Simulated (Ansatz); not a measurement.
Consider Ge in the diamond structure (space group Fd-3m, No. 227; a = 5.675 Å).

Calculations: r2SCAN, PAW, 500 eV (Ansatz, a quantum-chemistry and plane-wave program; spin-orbit coupling left out).

Carriers are added at fixed cell with a uniform background; the Fermi–Dirac width is that of 300 K.

One change was made to it. Results:

```tsv
quantity	base	after
Fermi level relative to the doped band's edge (positive inside the band; to 0.05 eV)	–	+1.10 eV
gap between the host's bands	0.36 eV	0.37 eV
gap character	direct at Γ	direct at Γ
```

**Question.** Which change produced these results?
A. holes 1.0×10^21 cm⁻³
B. electrons 1.0×10^22 cm⁻³
C. electrons 1.0×10^21 cm⁻³

**Answer.** B, electrons 1.0×10^22 cm⁻³. For comparison, the Fermi level from band edge in the other runs: holes 1.0×10^21 cm⁻³ gives +0.40 eV; electrons 1.0×10^21 cm⁻³ gives +0.55 eV.

Charged cell with a jellium background: band edges are those of the host's band count, energies are not comparable with the neutral cell, and many-body gap narrowing is missing. Whether these cells are dynamically stable was not tested. The real Ge has an indirect gap at ambient pressure; r2SCAN orders its close-lying valleys differently.
